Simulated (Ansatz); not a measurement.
MoS2: pressure series

The reference is MoS$_{2}$ in the 2H-MoS2 type structure (space group P6_3/mmc, No. 194; a = 3.149 Å, c = 12.092 Å; layered, stacked along the Cartesian z axis).

Cell and atoms are relaxed at each pressure.

Calculations: Kohn–Sham DFT with the PBE-D3(BJ) functional, run in Ansatz (an electronic-structure program) with PAW and 420 eV plane waves, without spin-orbit coupling, earlier PAW set.

```json
[
 {"case": "base", "band gap": "0.78 eV", "c/a ratio": "3.839", "shortest interatomic distance": "240.0 pm"},
 {"case": "pressure −2 GPa", "band gap": "1.04 eV", "c/a ratio": "4.012", "shortest interatomic distance": "240.7 pm"},
 {"case": "pressure −1 GPa", "band gap": "0.87 eV", "c/a ratio": "3.897", "shortest interatomic distance": "240.3 pm"},
 {"case": "pressure 1.8 GPa", "band gap": "0.64 eV", "c/a ratio": "3.775", "shortest interatomic distance": "239.4 pm"},
 {"case": "pressure 4.2 GPa", "band gap": "0.51 eV", "c/a ratio": "3.728", "shortest interatomic distance": "238.6 pm"},
 {"case": "pressure 9 GPa", "band gap": "0.30 eV", "c/a ratio": "3.676", "shortest interatomic distance": "237.3 pm"},
 {"case": "pressure 18 GPa", "band gap": "zero", "c/a ratio": "3.636", "shortest interatomic distance": "235.2 pm"},
 {"case": "pressure 30 GPa", "band gap": "zero", "c/a ratio": "3.619", "shortest interatomic distance": "233.0 pm"},
 {"case": "pressure 45 GPa", "band gap": "zero", "c/a ratio": "3.618", "shortest interatomic distance": "230.8 pm"},
 {"case": "pressure 60 GPa", "band gap": "zero", "c/a ratio": "3.631", "shortest interatomic distance": "229.0 pm"}
]
```

The mesh was chosen for an insulator and is coarse for the gapless case. Load acts through the strain it causes; cell and atoms are relaxed under it. No phonon test of stability was made. Competing high-pressure phases were not computed. All final runs are without spin polarisation. A zero or small gap of MoS2 under pressure 18 GPa, MoS2 under pressure 30 GPa and MoS2 under pressure 45 GPa can be the functional's error rather than a property of the material.
